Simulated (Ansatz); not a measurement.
Adsorption energy and surface dipole of O on the 1x1 (111) surface of ceria (cut with top plane O), one in a 2x2 cell, started at the site 'over O at depth 1.6 Å', worked from the runs' numbers; total energies count from the potentials' own zero.

Host crystal: ceria, with a band gap (PBE, scalar-relativistic without spin-orbit coupling).

All values below come from PBE (plane waves to 420 eV, PAW; Ansatz, a program for electronic structure).

Slab: 37 atoms, 7.8 Å thick at the start under the adsorbate (thin: gaps and levels are the slab's own); k 3x3x1, smearing 0.01 eV, dipole-corrected; 16 atoms held, the rest relaxed; held to the start's symmetry, so lower structures may exist; spin-polarised, ending with about 2.0 μB a cell; orders that need a larger cell were not tried, no spin-orbit, no U, no dispersion correction. It is one chosen start, not shown to be the lowest state of the adsorbate.

```csv
quantity,value
slab with the adsorbate,-93148.006 eV
"clean slab, same cell and mesh",-92585.559 eV
"reference, ½ O2(g)",-564.968 eV
area of the cell,51.72 Å²
change of the step from the bottom to the top vacuum level,0.609 eV
```

### Question
What is the adsorption energy against this reference?

### Answer
E(slab + adsorbate) − E(slab) − E(reference) = 2.52 eV, so in this state the adsorbate is less stable than in the reference, at a coverage of 1.93 a nm².

### Question
What dipole does adsorption add to the slab along the outward normal (Helmholtz relation, ε₀ = 0.005526 e/(V·Å))?

### Answer
p = −ε₀·A·ΔV = -0.174 e·Å = -0.84 D; its negative end points to the vacuum, which raises the vacuum level.
